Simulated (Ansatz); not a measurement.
System: AlAs (model structure, started from the BeO type, P4₂/mnm, No. 136, 8 atoms in the cell). Method: PBEsol+SOC in Ansatz (plane waves, PAW).

Input:

Ansatz 0.2 input:
```yaml
crystal:
  lattice:
    - [6.8960496362, 0.0, 0.0]
    - [0.0, 6.8960496362, 0.0]
    - [0.0, 0.0, 4.0312247181]
  atoms:
    - { symbol: Al, position: [0.3275885533, 0.6724114467, 0.0] }
    - { symbol: Al, position: [0.6724114467, 0.3275885533, 0.0] }
    - { symbol: Al, position: [0.8275885533, 0.8275885533, 0.5] }
    - { symbol: Al, position: [0.1724114467, 0.1724114467, 0.5] }
    - { symbol: As, position: [0.3136786318, 0.3136786318, 0.0] }
    - { symbol: As, position: [0.6863213682, 0.6863213682, 0.0] }
    - { symbol: As, position: [0.1863213682, 0.8136786318, 0.5] }
    - { symbol: As, position: [0.8136786318, 0.1863213682, 0.5] }
basis:
  ecutwfc: 520
  ecutrho_ratio: 4
  xc_grid: 2
kpoints:
  mp_grid: { grid: [6, 6, 8] }
  band_path:
    path:
      - [0.0, 0.0, 0.0]
      - [0.0, 0.125, 0.0]
      - [0.0, 0.25, 0.0]
      - [0.0, 0.375, 0.0]
      - [0.0, 0.5, 0.0]
      - [0.125, 0.5, 0.0]
      - [0.25, 0.5, 0.0]
      - [0.375, 0.5, 0.0]
      - [0.5, 0.5, 0.0]
      - [0.416667, 0.416667, 0.0]
      - [0.333333, 0.333333, 0.0]
      - [0.25, 0.25, 0.0]
      - [0.166667, 0.166667, 0.0]
      - [0.083333, 0.083333, 0.0]
      - [0.0, 0.0, 0.071429]
      - [0.0, 0.0, 0.142857]
      - [0.0, 0.0, 0.214286]
      - [0.0, 0.0, 0.285714]
      - [0.0, 0.0, 0.357143]
      - [0.0, 0.0, 0.428571]
      - [0.0, 0.0, 0.5]
      - [0.0, 0.125, 0.5]
      - [0.0, 0.25, 0.5]
      - [0.0, 0.375, 0.5]
      - [0.0, 0.5, 0.5]
      - [0.125, 0.5, 0.5]
      - [0.25, 0.5, 0.5]
      - [0.375, 0.5, 0.5]
      - [0.5, 0.5, 0.5]
      - [0.416667, 0.416667, 0.5]
      - [0.333333, 0.333333, 0.5]
      - [0.25, 0.25, 0.5]
      - [0.166667, 0.166667, 0.5]
      - [0.083333, 0.083333, 0.5]
      - [0.0, 0.5, 0.071429]
      - [0.0, 0.5, 0.142857]
      - [0.0, 0.5, 0.214286]
      - [0.0, 0.5, 0.285714]
      - [0.0, 0.5, 0.357143]
      - [0.0, 0.5, 0.428571]
      - [0.5, 0.5, 0.071429]
      - [0.5, 0.5, 0.142857]
      - [0.5, 0.5, 0.214286]
      - [0.5, 0.5, 0.285714]
      - [0.5, 0.5, 0.357143]
      - [0.5, 0.5, 0.428571]
    npoints: 1
hamiltonian:
  xc: pbesol
  dispersion: none
  pseudopotentials: { kind: paw }
scf:
  occupations: { method: fermi_dirac, width: 0.01 }
  convergence: { dr2_threshold: 0.0000000008 }
output:
  forces: true
  stress: true
  eigenvalues: true
  write_bands: true
magnetization:
  noncollinear: true
  spin_orbit: true
```

Excerpt of the program's output:

```
Crystal: 8 atoms, lattice volume = 191.707 Å³
Basis set: ecut = 520 eV, 5203 PW (Γ), exchange–correlation on 108×108×60 points (8 copies of the dense FFT grid, shifted against one another)
Bands: 88, of which v1, the nominal top of the filled ones, is band 72 counted from 1 (71 counted from 0)
Symmetry: 16 space group operations + 16 with time reversal
k-points: 50 of 288
Initial density: superposition of atomic densities (chi_scale 0.1, normalization cell, long waves kept (reshape's long-wave potential 0.00 eV rms))
Functional: x = pbesol(κ = 0.804, μ = 0.12345679012345678), c = pbesol(β = 0.046)
spin=Noncollinear: Resta preconditioning applied to the charge; magnetization (m_x, m_y, m_z) channels mix plain (no charge-response kernel on spin).
SCF 1 converged in 10 iterations: F = -21353.705924 eV  dr2 = 1.07e-10
SCF converged after 10 iterations
Free energy (F): -21353.705924 eV
Internal energy: -21353.705924 eV  (E = F + TS)
E sigma→0 (E₀):  -21353.705924 eV
Fermi energy:    6.441487 eV
--- Stress (GPa, compression-positive) ---
       -0.018155       0.000000       0.000000
        0.000000      -0.018155       0.000000
        0.000000       0.000000       0.019334
  P = ⅓ Tr σ = -0.0057 GPa (-0.057 kbar)
```

The PAW data were made under PBE.

Note: the relaxation could raise the start's symmetry but not lower it, so the cell can be a saddle point.

A model structure was made by putting elements into a prototype or built by hand; it is no filed structure, need not be a known phase, and can be a saddle point held by its symmetry.

Ansatz is an electronic-structure program.
